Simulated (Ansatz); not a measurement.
**Effect of isotropic strain −2.39 % on ZrS2**

The reference is ZrS$_{2}$ in the CdI2 type structure (space group P-3m1, No. 164; a = 3.635 Å, c = 5.720 Å; layered, stacked along the Cartesian z axis).

It is then changed as follows: an isotropic linear strain of −2.39 %; the atoms relax in the strained cell.

All numbers come from PBE-D3(BJ) (Ansatz, a program for electronic structure; PAW; 420 eV plane waves; spin-orbit coupling left out). k-mesh 10×10×6 (Γ-centred); smearing 0.05 eV (Fermi–Dirac).

- Volume per atom = 20.29 Å³ (base 21.81 Å³)
- Space group = P-3m1 (No. 164) (base P-3m1 (No. 164))
- Shortest interatomic distance = 2.534 Å (base 2.557 Å)
- Energy relative to the base (free energy F) = +17 meV/atom
- Pressure (mean of the normal stresses, compression positive) = 3.86 GPa (base 0.00 GPa)
- Band gap = 0.30 eV (base 0.66 eV)
- Gap character = indirect, Γ → L (base indirect, Γ → L)
- Smallest direct gap = 1.22 eV (base 1.41 eV)
- Mean gap deformation potential ΔEg/Δln V = +5.0 eV
- Width of the top valence band = 2.28 eV (base 2.07 eV)
- Hole mass = 0.17 mₑ along c, 2.3 mₑ across (at Γ)
- Valence-band top at Γ (three highest levels, from the VBM) = 0.00, -0.27, -0.27 eV (base 0.00, -0.24, -0.24 eV)
- Largest internal atomic displacement = 0.066 Å

Final structure:

```yaml
crystal:
  lattice:
    - [3.54795, 0.00000, 0.00000]
    - [-1.77397, 3.07261, 0.00000]
    - [0.00000, 0.00000, 5.58296]
  atoms:
    - { symbol: Zr, position: [0.00000, 0.00000, 0.00000] }
    - { symbol: S, position: [0.33333, 0.66667, 0.26715] }
    - { symbol: S, position: [0.66667, 0.33333, 0.73285] }
```

Masses are band curvatures over ±0.01 Å⁻¹ around the edge. Whether these cells are dynamically stable was not tested. The zero or small gap of ZrS2 under isotropic strain −2.39 % can change with the level of theory.
